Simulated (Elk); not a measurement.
A self-consistent single point of Sr₂NbN₂O₂ (I4/mmm, 7 atoms in the cell) with Elk.

Method of the run: Elk with LDA (PW92), all-electron FP-LAPW, Elk's shipped species files, default APW+lo basis.

```xyz
7
Lattice="-2.0315 2.0315 6.5035 2.0315 -2.0315 6.5035 2.0315 2.0315 -6.5035" Properties=species:S:1:pos:R:3 pbc="T T T"
Sr     0.0000     0.0000     4.5743
Sr     0.0000     0.0000     8.4327
Nb     0.0000     0.0000     0.0000
N      0.0000     2.0315     0.0000
N      2.0315     0.0000     0.0000
O      0.0000     0.0000     2.1120
O      0.0000     0.0000    10.8951
```

Reference input (self-consistent single point, DFT, PBEsol, all-electron FP-LAPW, Elk's shipped species files, default APW+lo basis): xctype = 22; rgkmax = 7; stype = 0; swidth = 0.00734986 Ha; ngridk = 7 7 7; rmtscf = 0.81. This run's input differs from it in these lines:

```diff
@@ -4,3 +4,3 @@
 xctype
-  22
+  3
```

Output, abridged:

```
│ Self-consistent loop started │
│ Loop number : 1 │
 total energy                :     -10424.2905871
│ Loop number : 2 │
 total energy                :     -10424.6119651
RMS change in Kohn-Sham potential (target) :   0.3399665516     (  0.1000000000E-05)
Absolute change in total energy (target)   :   0.3213779974     (  0.1000000000E-03)
│ Loop number : 3 │
 total energy                :     -10428.1180298
RMS change in Kohn-Sham potential (target) :   0.2237101183     (  0.1000000000E-05)
Absolute change in total energy (target)   :    3.586409175     (  0.1000000000E-03)
│ Loop number : 4 │
   [... lines left out ...]
Absolute change in total energy (target)   :   0.1497789845E-02 (  0.1000000000E-03)
│ Loop number : 16 │
 total energy                :     -10427.5285750
RMS change in Kohn-Sham potential (target) :   0.4286270351E-06 (  0.1000000000E-05)
Absolute change in total energy (target)   :   0.2913073931E-03 (  0.1000000000E-03)
│ Loop number : 17 │
 total energy                :     -10427.5285740
RMS change in Kohn-Sham potential (target) :   0.1068282445E-06 (  0.1000000000E-05)
Absolute change in total energy (target)   :   0.7187824122E-04 (  0.1000000000E-03)
Convergence targets achieved

│ Loop number : 18 │

Energies :
 Fermi                       :     0.245441105260
 total energy                :     -10427.5285806

Density of states at Fermi energy :    66.54385964
 (states/Hartree/unit cell)

Estimated indirect band gap :   0.5545214267E-03
 from k-point     29 to k-point      3
Estimated direct band gap   :   0.9747124926E-02
 at k-point     27

Charges :
 core                        :    92.00000000
 valence                     :    55.00000000
 interstitial                :    15.17575420
 muffin-tins (core leakage)
  species :    1 (Sr)
   atom    1                 :    35.03686721     (  0.5793792017E-03)
   atom    2                 :    35.03686721     (  0.5793792017E-03)
  species :    2 (Nb)
   atom    1                 :    37.68469709     (  0.3920975053E-04)
   [... lines left out ...]
  species :    4 (O)
   atom    1                 :    6.609332600     (  0.6430113628E-06)
   atom    2                 :    6.609332600     (  0.6430113628E-06)
 total in muffin-tins        :    131.8242458
 total calculated charge     :    147.0020241
 total charge                :    147.0000000
 error                       :   0.2024074432E-02

│ Self-consistent loop stopped │
```

The run converged in 18 iterations. The count includes the last loop, which Elk runs after its targets are met. 

The starting cell comes from a database of computed structures (which also holds hypothetical and non-ambient phases and stackings), without a prior relaxation at this level. Spin polarisation is off. Values depend on the basis (sphere radii, cutoffs, local orbitals), which need not be converged. The log's line on a gap gives a spacing of levels on this mesh, which the program prints for metals too.

Cost on one core of a shared machine: roughly 4 min.
